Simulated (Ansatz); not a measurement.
The starting structures come from a database of crystals and need not be the phases stable at ambient conditions.

Inside the gap of an insulator the Bloch states are evanescent, with a wavenumber k + iκ along the transport direction.

Consider the following.

```yaml
crystal:
  lattice:
    - [6.52464, 0.00000, 0.00000]
    - [3.26232, 7.26422, 0.00000]
    - [3.26232, -1.46509, 2.91483]
  atoms:
    - { symbol: Mg, position: [0.00000, 0.50000, 0.50000] }
    - { symbol: Cd, position: [0.00000, 0.00000, 0.00000] }
    - { symbol: Te, position: [0.74455, 0.25545, 0.75545] }
    - { symbol: Te, position: [0.75545, 0.74455, 0.24455] }
```

Space group of this cell: P-4m2. The cell is taken as given; by PBEsol its mean pressure is -0.9 GPa.

Transport runs along the normal of the first two printed cell vectors, the (111) plane of the conventional cell.

The gap is the functional's own, uncorrected, and κ follows it; spin-orbit coupling is left out. Mid-gap values are interpolated between the computed energies.

Question: Predict the band gap and the smallest decay constant κ at mid-gap from PBEsol (Ansatz, a quantum-chemistry and plane-wave program).

Answer: Gap 1.35 eV on a 10×10×10 mesh; κ = 0.099 1/Å, at the zone centre.
